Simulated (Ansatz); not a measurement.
The reference is MoTe$_{2}$ in the 2H-MoS2 type structure (space group P6_3/mmc, No. 194; a = 3.497 Å, c = 13.697 Å; layered, stacked along the Cartesian z axis).

Computed with DFT with PBE-D3(BJ), PAW potentials and a 420 eV plane-wave cutoff in Ansatz (a program for electronic structure), without spin-orbit coupling, earlier PAW set.

One change was made to it. Results:

```tsv
quantity	base	after
c/a ratio	3.917	3.843
band gap	0.60 eV	zero
lattice parameter a	3.497 Å	3.393 Å
```

**Question.** What was done to the base?
A) pressure 7.5 GPa
B) pressure 0.3 GPa
C) pressure 0.7 GPa
D) pressure −1 GPa

**Answer.** A, pressure 7.5 GPa. For comparison, the band gap in the other runs: pressure 0.3 GPa gives 0.58 eV; pressure −1 GPa gives 0.69 eV; pressure 0.7 GPa gives 0.54 eV.

With Te present, leaving out spin-orbit coupling can change the band edges. Load acts through the strain it causes; cell and atoms are relaxed under it. Whether these cells are dynamically stable was not tested. Competing high-pressure phases were not computed. All final runs are without spin polarisation. Gaps under 0.05 eV, about the width of the smearing, are given as zero. The D3 term's C6 switches between coordination references near this geometry, which can add small steps to energies. A zero or small gap of MoTe2 under pressure 7.5 GPa can be the functional's error rather than a property of the material.
